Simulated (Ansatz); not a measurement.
Worked example: self-consistent single point of Sb (R-3m, 2 atoms in the cell) in Ansatz (a first-principles code)

Method of the run: PBEsol, default PAW files made with PBE (plane waves; Ansatz).

Input as run:

Ansatz 0.2 input:
```yaml
# Sb
crystal:
  lattice:
    - [3.977128, -2.165775, 0.000000]
    - [3.977128, 2.165775, 0.000000]
    - [2.797739, 0.000000, 3.561009]
  atoms:
    - { symbol: Sb, position: [0.237914, 0.237914, 0.237914] }
    - { symbol: Sb, position: [0.766500, 0.766500, 0.766500] }
basis:
  ecutwfc: 30.9 Ry
kpoints:
  mp_grid:
    grid: [9, 9, 9]
hamiltonian:
  xc: pbesol
  pseudopotentials:
    kind: paw
scf:
  occupations:
    method: fermi_dirac
    width: 0.0073 Ry
output:
  forces: true
  eigenvalues: true
  stress: true
```

Output (repeated stretches shortened):

```
WARN ansatz: RAYON_NUM_THREADS=1 ignored (pool sized by the plan → 1); use --threads N
Pseudopotentials: kind: paw
Pseudopotential: Sb, paw, valence charge 15
Crystal: 2 atoms, lattice volume = 61.346 Å³
Basis set: ecut = 420.4159175005146 eV, 1219 PW (Γ), exchange–correlation on 64×64×64 points (8 copies of the dense FFT grid, shifted against one another)
Bands: 19, of which v1, the nominal top of the filled ones, is band 15 counted from 1 (14 counted from 0)
Symmetry: 12 space group operations
Space group: R-3m (ITA 166), of the structure as read, at distance tolerance 3.9e-5 Å
k-points: 85 of 729
PAW frozen core: Sb, regenerated for the run's functional, and the local potential with it
Initial density: superposition of atomic densities (neutral atoms: chi_scale 0, normalization atom), corrected by the library's trained network
Initial wavefunctions: pseudopotential atomic-orbital guess
Eigensolver: davidson
Functional: x = pbesol(κ = 0.804, μ = 0.12345679012345678), c = pbesol(β = 0.046)
SCF iter   1: F=—  HF=-12816.174030 eV  |F-HF|=—  |Δ(HF+E_count)|=         —  Δρ=2.66e-3  dr2=2.85e-3  ethr=1.77e-3  ⟨swp⟩=5.9  Hψ=8137  notcnv=0
all-band conjugate gradients solve this SCF's bands
preconditioner: auto → Kerker (q_TF=auto, 2.422 Å⁻¹)
SCF iter   2: F=—  HF=-12816.171448 eV  |F-HF|=—  |Δ(HF+E_count)|=   2.58e-3  Δρ=1.51e-3  dr2=9.04e-4  ethr=9.49e-6  ⟨swp⟩=2.5  Hψ=3240  notcnv=0
SCF iter   3: F=—  HF=-12816.171233 eV  |F-HF|=—  |Δ(HF+E_count)|=   2.14e-4  Δρ=3.01e-4  dr2=4.41e-5  ethr=3.01e-6  ⟨swp⟩=2.0  Hψ=2891  notcnv=0
SCF iter   4: F=—  HF=-12816.171219 eV  |F-HF|=—  |Δ(HF+E_count)|=   1.44e-5  Δρ=1.31e-4  dr2=1.38e-5  ethr=1.47e-7  ⟨swp⟩=2.0  Hψ=2902  notcnv=0
SCF iter   5: F=—  HF=-12816.171218 eV  |F-HF|=—  |Δ(HF+E_count)|=   8.95e-7  Δρ=6.29e-5  dr2=3.26e-6  ethr=4.59e-8  ⟨swp⟩=2.0  Hψ=2169  notcnv=0
SCF iter   6: F=—  HF=-12816.171218 eV  |F-HF|=—  |Δ(HF+E_count)|=   1.48e-7  Δρ=2.37e-5  dr2=4.31e-7  ethr=1.09e-8  ⟨swp⟩=2.0  Hψ=2042  notcnv=0
SCF iter   7: F=-12816.171218 eV  HF=-12816.171218 eV  |F-HF|=1.81e-8  |Δ(HF+E_count)|=   8.84e-8  Δρ=6.25e-6  dr2=2.44e-8  ethr=3.33e-10  ⟨swp⟩=6.0  Hψ=7936  notcnv=0
SCF 1 converged in 7 iterations: F = -12816.171218 eV  dr2 = 2.44e-8
SCF converged after 7 iterations
Free energy (F): -12816.171218 eV
Harris-Foulkes:  -12816.171218 eV  (|F-HF|=1.81e-8)
Internal energy: -12816.159449 eV  (E = F + TS)
E sigma→0 (E₀):  -12816.165334 eV
Entropy (-TS):   -0.011768 eV (-5.884 meV/atom)
Fermi energy:    9.619001 eV
--- Per-component energies (eV) ---
  E_band       = -347.626621
  E_kinetic    = 414.102407
  E_local      = -3212.542754  (includes V_loc(G=0)·N_el)
  E_nonlocal   = 727.880530
  E_hartree    = 1451.637937
  E_xc         = -274.724394
  E_vxc        = -192.898311  (∫ρ·V_xc dr)
  E_paw        = -8998.915137  (= ΣΔE_a)
  E_vpaw       = -987.453393  (= ΣTr[D̂ρ^β])
  E_aug_tail   = -0.000004  (compensation charges beyond the density's cutoff)
  E_ewald      = -2924.261748
  E_core_change = 0.663714  (= ΣΔE_core)
  E_smearing   = -0.011768  (= −TS)
  E_closure    = -0.000000  (closes the sum)
  Σ components = -12816.171218   (vs F -12816.171218, Δ=0.00e0)
--- Forces (eV/Å), atoms counted from 1 ---
  atom   1  Sb    -0.14453048    -0.00000000    -0.04786780
  atom   2  Sb     0.14453048     0.00000000     0.04786780
  max |Σ_I F_I| component: 2.78e-17 eV/Å
--- Stress (GPa, compression-positive) ---
       -1.734740       0.000000      -0.147504
        0.000000      -1.289369      -0.000000
       -0.147504      -0.000000      -1.338222
  P = ⅓ Tr σ = -1.4541 GPa (-14.541 kbar)
  The stress holds the Pulay correction. Without it, at fixed plane waves, as pw.x and ABINIT print it: P = -1.4884 GPa
--- Band table (eV; the first three rows and the last of 85) ---
  k-point 0: bands = ["-19.6462", "-19.6462", "-19.5633", "-19.5633", "-19.5469", "-19.4618", "-19.4618", "-19.4566", "-19.3864", "-19.3864", "-2.8826", "4.7400", "7.6057", "7.9855", "7.9855", "11.9502", "12.4040", "12.4040", "14.7453"]
  k-point 1: bands = ["-19.6410", "-19.6394", "-19.5611", "-19.5598", "-19.5440", "-19.4647", "-19.4639", "-19.4594", "-19.3934", "-19.3918", "-2.7483", "4.1980", "7.6643", "7.9632", "8.1640", "11.8066", "12.0068", "12.0388", "14.3039"]
  k-point 2: bands = ["-19.6268", "-19.6200", "-19.5552", "-19.5496", "-19.5354", "-19.4730", "-19.4718", "-19.4657", "-19.4127", "-19.4066", "-2.3484", "3.0173", "7.7143", "7.9267", "8.5236", "11.1597", "11.1872", "11.2567", "14.4443"]
  k-point 84: bands = ["-19.5944", "-19.5943", "-19.5441", "-19.5423", "-19.5254", "-19.4779", "-19.4775", "-19.4758", "-19.4421", "-19.4417", "-1.1771", "0.6841", "7.0247", "8.0653", "8.9141", "10.3432", "10.5885", "12.0308", "16.1578"]
```

The run converged in 7 iterations.

The starting cell has typed, rounded lattice constants, without a prior relaxation at this level. Its lattice was rescaled by up to half a per cent. One atom was moved a little off its site on purpose. Spin-orbit coupling is off. Ansatz's pressure includes its estimate of the finite-basis (Pulay) stress.
